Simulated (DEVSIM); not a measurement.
System: abrupt Si p-n junction, at 350 K.

| layer (left to right) | material | thickness (μm) | Nd (cm⁻³) | Na (cm⁻³) | τn (s) | τp (s) |
|---|---|---|---|---|---|---|
| 1 | Si | 71.0 | - | 5.3e16 | 1.9e-5 | 1.9e-5 |
| 2 | Si | 0.340 | 3.9e15 | - | 1.9e-5 | 1.9e-5 |

Left contact: ohmic. Right contact: ohmic. Voltage is applied to the left contact. Recombination: SRH at mid-gap. Mobility is constant in doping.

The device is made up for the run: typed textbook-type constants, with dimensions and the other settings drawn at random. Values at 300 K; Nc and Nv go as T^1.5, mobilities as T to minus their exponent, the gap by Varshni's rule with the affinity fixed.

```tsv
parameter	Si
gap (eV)	1.124
affinity (eV)	4.05
permittivity	11.7
Nc (cm⁻³)	2.86e19
Nv (cm⁻³)	3.1e19
μn (cm²/Vs)	1417
μp (cm²/Vs)	470
T exponent of μn	2.3
T exponent of μp	2.2
Varshni α (eV/K)	0.000473
Varshni β (K)	636
```

Simulated with DEVSIM: 1D drift-diffusion, Boltzmann statistics, complete ionisation; no tunnelling, impact ionisation, image-force lowering or self-heating.

### Question
Tabulate band edges, carrier densities and field at zero bias.

### Answer
Energies count from the Fermi level of the right contact; mesh points crowd at the junctions.

| x (μm) | Ec (eV) | Ev (eV) | n (cm⁻³) | p (cm⁻³) | field (V/cm) |
|---|---|---|---|---|---|
| 0.000 | 0.912 | -0.199 | 2700000 | 5.3e16 | ≈ 0 |
| 0.03029 | 0.912 | -0.199 | 2700000 | 5.3e16 | ≈ 0 |
| 0.1039 | 0.912 | -0.199 | 2700000 | 5.3e16 | ≈ 0 |
| 0.2652 | 0.912 | -0.199 | 2700000 | 5.3e16 | ≈ 0 |
| 0.8823 | 0.912 | -0.199 | 2700000 | 5.3e16 | ≈ 0 |
| 2.025 | 0.912 | -0.199 | 2700000 | 5.3e16 | ≈ 0 |
| 4.610 | 0.912 | -0.199 | 2700000 | 5.3e16 | ≈ 0 |
| 14.50 | 0.912 | -0.199 | 2700000 | 5.3e16 | ≈ 0 |
| 32.81 | 0.912 | -0.199 | 2700000 | 5.3e16 | ≈ 0 |
| 54.66 | 0.912 | -0.199 | 2700000 | 5.3e16 | ≈ 0 |
| 63.79 | 0.912 | -0.199 | 2700000 | 5.3e16 | ≈ 0 |
| 68.62 | 0.912 | -0.199 | 2700000 | 5.3e16 | ≈ 0 |
| 70.00 | 0.912 | -0.199 | 2700000 | 5.3e16 | ≈ 0 |
| 70.57 | 0.912 | -0.199 | 2700000 | 5.3e16 | ≈ 0 |
| 70.87 | 0.911 | -0.199 | 2700000 | 5.3e16 | -83 |
| 70.96 | 0.898 | -0.212 | 4200000 | 3.4e16 | -6400 |
| 71.00 | 0.848 | -0.263 | 2.2e7 | 6.4e15 | -25000 |
| 71.02 | 0.777 | -0.334 | 2.3e8 | 6.1e14 | -25000 |
| 71.10 | 0.595 | -0.516 | 9.7e10 | 1.5e12 | -20000 |
| 71.22 | 0.400 | -0.711 | 6.3e13 | 2.3e9 | -13000 |
| 71.30 | 0.313 | -0.798 | 1.1e15 | 1.3e8 | -9200 |
| 71.34 | 0.275 | -0.835 | 3.9e15 | 3.7e7 | -8100 |
